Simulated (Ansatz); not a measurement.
The reference is TiO₂ in the anatase structure (space group I4_1/amd, No. 141; a = 3.7393 Å, c = 9.4551 Å). Axes: x, y, z lie along a, b, c of the conventional cell.

Level of theory: Ansatz (a first-principles code) LDA, scalar-relativistic without spin-orbit coupling.

Strains are applied to the cell and any free atomic positions relax; under biaxial strain the out-of-plane vector relaxes too.

One change was made to it. Results:

The width of the top valence band decreases by 0.08 eV (0.86 eV → 0.78 eV); the energy goes up by 6.5 meV/atom; the pressure (mean of the normal stresses, compression positive) goes from zero to 3.44 GPa.

Q: Name the change that was made.
(A) biaxial strain −3.00 %, plane normal [001], relaxed out of plane
(B) biaxial strain −1.20 %, plane normal [001], relaxed out of plane
(C) biaxial strain −0.60 %, plane normal [001], relaxed out of plane
(D) biaxial strain −1.80 %, plane normal [001], relaxed out of plane

A: D, biaxial strain −1.80 %, plane normal [001], relaxed out of plane. For comparison, the energy relative to the base in the other runs: biaxial strain −0.60 %, plane normal [001], relaxed out of plane gives +0.7 meV/atom; biaxial strain −3.00 %, plane normal [001], relaxed out of plane gives +18 meV/atom; biaxial strain −1.20 %, plane normal [001], relaxed out of plane gives +2.9 meV/atom.

The levels and masses belong to the bands next to the band gap. No phonon test of stability was made. All final runs are without spin polarisation.
